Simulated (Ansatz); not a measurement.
For TiAl₃ (I4/mmm, No. 139), PBE-D4 (Ansatz, an electronic-structure program, PAW) gives:

```
Property                  Result
------------------  ------------
lattice constant a       3.809 Å
c axis length            8.527 Å
bulk modulus B0          113 GPa
cohesive energy     4.62 eV/atom
```

Q: What does r²SCAN (Ansatz, PAW) give for the same quantities?

A: 
- lattice constant a: 3.824 Å (increases by 0.4 %)
- lattice parameter c: 8.560 Å (goes up by 0.4 %)
- bulk modulus: 115 GPa (stays essentially unchanged)
- cohesive energy: 4.30 eV/atom (falls by 0.32 eV/atom)

Changes are worked out from the printed values.

Unless a cell is named, each level is at its own relaxed cell (PBE-D4 15.46, r²SCAN 15.65 Å³/atom).

Ansatz's density-functional and Hartree–Fock values are scalar-relativistic unless marked +SOC, with PAW data made under PBE.
